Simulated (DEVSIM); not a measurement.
Device: Ti/SiO2/p-Si capacitor, at 300 K.

```csv
layer (left to right),material,thickness (nm),Na (cm⁻³)
1,SiO2,43.0,-
2,Si,3600,2.5e16
```

Metal gate on the left, work function 4.33 eV. Fixed charge at the semiconductor interface -1.5e10 cm⁻² (in units of +e); no interface traps.

This is a model device: material constants are rounded textbook-type values typed into the input, and sizes, dopings and lifetimes were drawn at random. Values at 300 K.

```tsv
parameter	SiO2	Si
gap (eV)	9	1.124
affinity (eV)	0.9	4.05
permittivity	3.9	11.7
Nc (cm⁻³)	-	2.86e19
Nv (cm⁻³)	-	3.1e19
```

DEVSIM, 1D Poisson equation in equilibrium, Boltzmann statistics, complete ionisation; no quantum confinement or tunnelling. Metal contacts follow the ideal Schottky-Mott rule: no Fermi-level pinning, no interface dipoles.

### Question
Tabulate band edges, carrier densities and field at -3.6 V on the gate.

### Answer
Energies count from the Fermi level of the right contact; mesh points crowd at the junctions.

```
x (μm)    Ec (eV)  Ev (eV)  n (cm⁻³)  p (cm⁻³)  field (V/cm)
--------  -------  -------  --------  --------  ------------
0.000       7.030   -1.970     < 1e2     < 1e2       -650000
0.001690    6.920   -2.080     < 1e2     < 1e2       -650000
0.005702    6.659   -2.341     < 1e2     < 1e2       -650000
0.01523     6.039   -2.961     < 1e2     < 1e2       -650000
0.03369     4.838   -4.162     < 1e2     < 1e2       -650000
0.03979     4.441   -4.559     < 1e2     < 1e2       -650000
0.04236     4.274   -4.726     < 1e2     < 1e2       -650000
0.04428     1.060   -0.064     < 1e2    2.6e18       -140000
0.04795     1.025   -0.099       170    6.7e17        -67000
0.05708     0.987   -0.137       740    1.6e17        -26000
0.07988     0.956   -0.168      2500    4.7e16         -6900
0.1664      0.940   -0.184      4600    2.6e16          -200
0.3527      0.940   -0.184      4600    2.5e16           ≈ 0
0.8177      0.940   -0.184      4600    2.5e16           ≈ 0
2.403       0.940   -0.184      4600    2.5e16           ≈ 0
3.147       0.940   -0.184      4600    2.5e16           ≈ 0
3.445       0.940   -0.184      4600    2.5e16           ≈ 0
3.564       0.940   -0.184      4600    2.5e16           ≈ 0
3.620       0.940   -0.184      4600    2.5e16           ≈ 0
3.634       0.940   -0.184      4600    2.5e16           ≈ 0
3.640       0.940   -0.184      4600    2.5e16           ≈ 0
3.643       0.940   -0.184      4600    2.5e16           ≈ 0
```
